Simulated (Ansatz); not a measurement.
## A computed series for CsLiWO4: response to strain

Take CsLiWO₄ (space group I-4, No. 82; a = 5.9001 Å, c = 8.1611 Å; a cell from a computed database, its experimental status unchecked) as the base. Axes: x, y, z lie along a, b, c of the conventional cell.

Strains are applied to the cell and any free atomic positions relax; under biaxial strain the out-of-plane vector relaxes too.

Calculations: PBEsol in Ansatz (plane waves to 420 eV, PAW, scalar-relativistic without spin-orbit coupling).

Computed cases, in order: biaxial strain −3.96 %, plane normal [001], relaxed out of plane; biaxial strain −2.52 %, plane normal [001], relaxed out of plane; biaxial strain −0.55 %, plane normal [001], relaxed out of plane; the unstrained base; biaxial strain +3.66 %, plane normal [001], relaxed out of plane.

Q: Between which two neighbouring cases does the gap turn between direct and indirect?

A: Between the unstrained base (4.84 eV, direct at Γ) and biaxial strain +3.66 %, plane normal [001], relaxed out of plane (4.76 eV, indirect, Γ–X (17 % along) → Γ). The whole series: biaxial strain −3.96 %, plane normal [001], relaxed out of plane: 4.80 eV, direct at Γ; biaxial strain −2.52 %, plane normal [001], relaxed out of plane: 4.84 eV, direct at Γ; biaxial strain −0.55 %, plane normal [001], relaxed out of plane: 4.85 eV, direct at Γ; the unstrained base: 4.84 eV, direct at Γ; biaxial strain +3.66 %, plane normal [001], relaxed out of plane: 4.76 eV, indirect, Γ–X (17 % along) → Γ.

Spin-orbit coupling, missing from the scalar runs, can matter with W. No phonon test of stability was made.

Ansatz is a quantum-chemistry and plane-wave program.
